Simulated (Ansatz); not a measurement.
Method: PBE (plane waves to 420 eV, PAW; Ansatz, a quantum-chemistry and plane-wave program).

Planar average of the electrostatic potential across the slab, in eV from the highest filled level, for a constructed model of the (0001) surface of wurtzite CdSe (in the relaxation 3 Cd–Se bonds broke), Cd-terminated, 2x2 Cd adatom at T1 (bottom of the slab: 2 H on 4 bottom sites):

(z (Å), V (eV)): (4.33, 4.52); (4.62, 4.52); (4.91, 4.52); (5.20, 4.52); (5.49, 4.52); (5.78, 4.51); (6.07, 4.51); (6.36, 4.51); (6.64, 4.51); (6.93, 4.50); (7.22, 4.47); (7.51, 4.42); (7.80, 4.29); (8.09, 3.99); (8.38, 3.17); (8.96, 1.16); (9.24, -0.24); (9.53, -1.87); (9.82, -3.69); (10.11, -5.17); (10.40, -5.44); (10.69, -4.88); (10.98, -2.99); (11.27, -0.81); (11.56, 1.46); (11.84, 2.80); (12.13, 3.03); (12.42, 1.93); (12.71, -0.20); (13.00, -1.56); (13.29, -3.06); (13.58, -4.96); (13.87, -5.97); (14.16, -5.03); (14.44, -3.20); (14.73, -1.35); (15.02, 0.83); (15.31, 2.60); (15.60, 3.17); (15.89, 2.67); (16.18, 0.67); (16.47, -0.97); (16.76, -2.19); (17.04, -4.00); (17.33, -5.55); (17.91, -3.94); (18.20, -2.30); (18.49, -0.37); (18.78, 1.64); (19.07, 2.58); (19.36, 2.28); (19.64, 0.18); (19.93, -3.15); (20.22, -5.05); (20.51, -5.74); (20.80, -5.23); (21.09, -3.48); (21.38, -0.20); (21.67, 2.36); (21.96, 3.23); (22.24, 3.30); (22.53, 2.99); (22.82, 2.71); (23.11, 2.61); (23.40, 2.80); (23.69, 3.22); (23.98, 3.75); (24.27, 4.15); (24.56, 4.32); (24.84, 4.36); (25.13, 4.30); (25.42, 4.11); (25.71, 3.67); (26.00, 3.20); (26.29, 2.90); (26.87, 3.12); (27.16, 3.58); (27.44, 4.10); (27.73, 4.40); (28.02, 4.54); (28.31, 4.62); (28.60, 4.65); (28.89, 4.67); (29.18, 4.68); (29.47, 4.68); (29.76, 4.69); (30.04, 4.69); (30.33, 4.69); (30.62, 4.69); (30.91, 4.69)

Model: 35-atom slab, 16.2 Å thick at the start with caps and adatoms, 3x3x1 mesh, Fermi-Dirac 0.025 eV, dipole correction, 8 atoms held, the rest relaxed; symmetry of the start imposed; no spin, no spin-orbit, no U. In PBE it is, or lies within 0.01 eV a 1x1 cell of, the lowest of the 2 structures of its composition computed so far; subsurface sites and larger cells were not tried.

The vacuum level lies 4.69 eV above the highest filled level over the top face and 4.52 eV above it under the bottom face.
